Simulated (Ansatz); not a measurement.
Given:

```yaml
crystal:
  lattice:
    - [-2.56104, 3.68807, 2.64632]
    - [2.56104, -3.68807, 2.64632]
    - [2.56104, 3.68807, -2.64632]
  atoms:
    - { symbol: S, position: [0.86319, 0.74937, 0.61256] }
    - { symbol: S, position: [0.36319, 0.75063, 0.11382] }
    - { symbol: S, position: [0.63681, 0.24937, 0.88618] }
    - { symbol: S, position: [0.13681, 0.25063, 0.38744] }
    - { symbol: Si, position: [0.75000, 0.75000, 0.00000] }
    - { symbol: Si, position: [0.25000, 0.25000, 0.00000] }
```

No spin polarisation.

Computed with Ansatz (a program for electronic structure), PBEsol, PAW, cutoff 420 eV, scalar-relativistic without spin-orbit coupling. k-mesh 8×8×8 (Γ-centred); smearing 0.05 eV (Fermi–Dirac).

Problem. What is the computed gap character?

Solution. Direct at Γ.

Problem. What width of the top valence band does the calculation give?

Solution. 1.36 eV.

Load acts through the strain it causes; cell and atoms are relaxed under it. Whether these cells are dynamically stable was not tested. No other phases were tried under pressure. The cell was made from SiS2 (space group Ibam, No. 72; made of chains) by this change: pressure 15 GPa. No dispersion term is included in the PBEsol runs.
